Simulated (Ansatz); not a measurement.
Input:

```
CdS
1.0
    4.20025     0.00000     0.00000
    0.00000     4.20025     0.00000
    2.10013    -2.10013     2.89193
S Cd
1 1
Cartesian
  4.20025   2.10013   1.44596
  0.00000   0.00000   0.00000
```

No spin polarisation.

Method: r2SCAN in Ansatz (plane waves to 500 eV, PAW, no spin-orbit coupling). k-mesh 10×10×10 (Γ-centred); smearing 0.05 eV (Fermi–Dirac).

Problem. What electron mass does the calculation give?

Solution. 0.15 mₑ (at Γ).

Problem. Predict the gap character.

Solution. Direct at Γ.

Problem. What is the computed band gap?

Solution. 1.48 eV.

The cells carry an imposed strain or load. Effective masses come from finite differences of ±0.01 Å⁻¹. No phonon test of stability was made. The cell was made from CdS in the zinc blende structure (space group F-43m, No. 216) by this change: biaxial strain +1.06 %, plane normal [001], relaxed out of plane.

Ansatz is a first-principles code.
